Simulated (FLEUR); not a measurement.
Worked example: self-consistent single point of KMgF3 (Pm-3m, 5 atoms in the cell) in FLEUR.

Computed with FLEUR with PBE, all-electron FLAPW (FLEUR), scalar-relativistic valence.

```yaml
crystal:
  lattice:
    - [4.00234, 0.00000, 0.00000]
    - [0.00000, 4.00234, 0.00000]
    - [0.00000, 0.00000, 4.00234]
  atoms:
    - { symbol: K, position: [0.50000, 0.50000, 0.50000] }
    - { symbol: Mg, position: [0.00000, 0.00000, 0.00000] }
    - { symbol: F, position: [0.00000, 0.50000, 0.00000] }
    - { symbol: F, position: [0.50000, 0.00000, 0.00000] }
    - { symbol: F, position: [0.00000, 0.00000, 0.50000] }
```

Reference input (self-consistent single point, DFT, PBE, all-electron FLAPW (FLEUR), scalar-relativistic valence): Kmax = 4.2 1/bohr; GmaxXC = 12.6 1/bohr; xcFunctional = pbe; jspins = 1; l_soc = F; mode = hist; fermiSmearingEnergy = 0.00073499 Htr; mesh (inpgen div1-3) = 4 4 4; inpgen gamma flag = true; Gmax = 12.6 1/bohr; numbands = 0; maxIterBroyd = 15. This run's input differs from it in these lines:

```diff
@@ -17,3 +17,3 @@
 &comp jspins=1 /
-&kpt div1=4 div2=4 div3=4 gamma=t /
+&kpt div1=6 div2=6 div3=6 gamma=t /
 &end /
```

Output, abridged:

```
 Iteration:     1   Distance:      15.97953572 me/bohr^3
 Iteration:     2   Distance:      13.75791634 me/bohr^3
 Iteration:     3   Distance:       5.05696640 me/bohr^3
 Iteration:     4   Distance:       4.48279847 me/bohr^3
 Iteration:     5   Distance:       0.89722994 me/bohr^3
   [... 6 lines left out ...]
 Iteration:    12   Distance:       0.00035305 me/bohr^3
 Iteration:    13   Distance:       0.00011982 me/bohr^3
 Iteration:    14   Distance:       0.00009717 me/bohr^3
 Iteration:    15   Distance:       0.00000244 me/bohr^3
 Run finished successfully
 Stop message:
   Structural relaxation: Done

[file out, last iteration]
             iter=     16
[...]
          total density-effective poten   -1.7068561393E+03
          total charge density-energy d   -8.1326738098E+01
 Updated energy parameters for spin:           1
[...]
 fermi energy and band-weighting factors:

[...]
FERMIE:
          first approx. to ef    (T=0)  :   0.011794 htr   (energy of the highest occ. eigenvalue)
          number of occ. states  (T=0)  :        400
          first approx. to seigv (T=0)  : -22.057863 htr
          sum of weights of occ. states :  20.000000
          sum of semicore charge        :   0.000000 e
FERHIS:  Fermi-Energy by histogram:
          bandgap                     :   0.272056 htr
   [... lines left out ...]
          charge neutrality (T=0)     :   0.000000    (zero if the highest occ. eigenvalue is "entirely" occupied)
 Direct bandgap for spin            1 :   0.28353577709578948       Htr
 ---->    free energy=                     -1102.4847520140 htr
   [... lines left out ...]
 TOTAL FORCE FOR ATOM TYPE=  1  X=  3.782   Y=  3.782   Z=  3.782
                       FX_TOT= 0.000000 FY_TOT= 0.000000 FZ_TOT= 0.000000
 TOTAL FORCE FOR ATOM TYPE=  2  X=  0.000   Y=  0.000   Z=  0.000
                       FX_TOT= 0.000000 FY_TOT= 0.000000 FZ_TOT= 0.000000
 TOTAL FORCE FOR ATOM TYPE=  3  X=  0.000   Y=  3.782   Z=  0.000
                       FX_TOT= 0.000000 FY_TOT= 0.000000 FZ_TOT= 0.000000
 Structural relaxation: Done
```

The run converged in 15 iterations. FLEUR gives forces in its relaxation mode, with a further iteration, so its stop message speaks of a relaxation. Against the reference run the free energy goes down by 1.3 meV/atom and the gap on the mesh hardly changes (7.406 to 7.403 eV).

The starting cell comes from a database of computed structures (which also holds hypothetical and non-ambient phases and stackings), without a prior relaxation at this level. Its lattice was rescaled by a random factor within 2.5 % of one. Values depend on the basis (sphere radii, cutoffs, local orbitals), which need not be converged.

Cost on one core of a shared machine: roughly 90 s.
